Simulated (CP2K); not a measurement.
How far to go with the k-point mesh: HgTe (R3m, 2 atoms in the cell)

```
HgTe
1.0
    4.54507     0.00000     0.00000
    2.27253     3.93615     0.00000
    2.27253     1.31205     3.71103
Hg Te
1 1
Direct
  0.00449   0.00449   0.00449
  0.25000   0.25000   0.25000
```

Method of the run: CP2K with PBEsol, GPW, DZVP-MOLOPT-SR-GTH basis, GTH-PBE potentials (GTH_POTENTIALS).

Base settings: CUTOFF = 500 Ry; REL_CUTOFF = 50 Ry; SMEAR/METHOD = FERMI_DIRAC; ELECTRONIC_TEMPERATURE = 116.05 K; KPOINTS/SCHEME = MONKHORST-PACK 3 3 3; XC_FUNCTIONAL = PBE:PBESOL; Hg/BASIS_SET = DZVP-MOLOPT-SR-GTH-q12; Hg/POTENTIAL = GTH-PBE-q12; Te/BASIS_SET = DZVP-MOLOPT-SR-GTH-q6; Te/POTENTIAL = GTH-PBE-q6.

Moved along: GAMMA_CENTERED.

The second cell is the first with its lattice scaled by 0.98.

Only quantities that move along the ladder and can be compared are tabulated.

The starting cell has typed, rounded lattice constants, without a prior relaxation at this level. Its lattice was rescaled by up to half a per cent. One atom was moved a little off its site on purpose. Values carry the incompleteness of an atom-centred basis. The potentials were made for another functional than the one used. In the base run, with a pressure of about 5 GPa the cell is away from its equilibrium volume at this level. The run gives no clean gap (levels at the Fermi energy touch, overlap or are partly filled at this smearing), which alone does not show that the compound is a metal. Without a gap this mesh is coarse (it stands for a supercell whose shortest vector is 14 Å).

```csv
KPOINTS/SCHEME,free energy less the last step's (meV/atom),energy of the compressed cell less the first (meV/atom),pressure (GPa),largest difference of a force vector from the last step's (eV/Å)
MONKHORST-PACK 2 2 2,792.64,151.67,10.07,0.072
MONKHORST-PACK 3 3 3,184.10,88.74,5.23,0.022
MONKHORST-PACK 4 4 4,54.62,73.62,4.07,0.009
MONKHORST-PACK 6 6 6,7.52,66.98,3.57,0.002
MONKHORST-PACK 7 7 7,3.27,66.26,3.52,0.001
MONKHORST-PACK 8 8 8,1.53,65.94,3.49,0.001
MONKHORST-PACK 9 9 9,0.75,65.79,3.48,0.000
MONKHORST-PACK 10 10 10,0.37,65.70,3.47,0.000
MONKHORST-PACK 12 12 12,0.09,65.63,3.47,0.000
MONKHORST-PACK 13 13 13,0.03,65.61,3.47,0.000
MONKHORST-PACK 14 14 14,0.00,65.60,3.47,0.000
```

Coarsest KPOINTS/SCHEME that holds the forces within 0.005 eV/Å of the last step, with all finer ones: MONKHORST-PACK 6 6 6; the step before is off by 0.009 eV/Å.

Coarsest KPOINTS/SCHEME that holds the pressure within 0.5 GPa of the last step, with all finer ones: MONKHORST-PACK 6 6 6; the step before is off by 0.60 GPa.

Coarsest KPOINTS/SCHEME that holds the energy of the compressed cell less the first within 0.5 meV/atom of the last step, with all finer ones: MONKHORST-PACK 8 8 8; the step before is off by 0.67 meV/atom.

The energy difference between the two cells stays within 1 meV/atom of the last step's from MONKHORST-PACK 7 7 7 on, the total only from MONKHORST-PACK 9 9 9 on: much of the error is common to both cells and cancels.
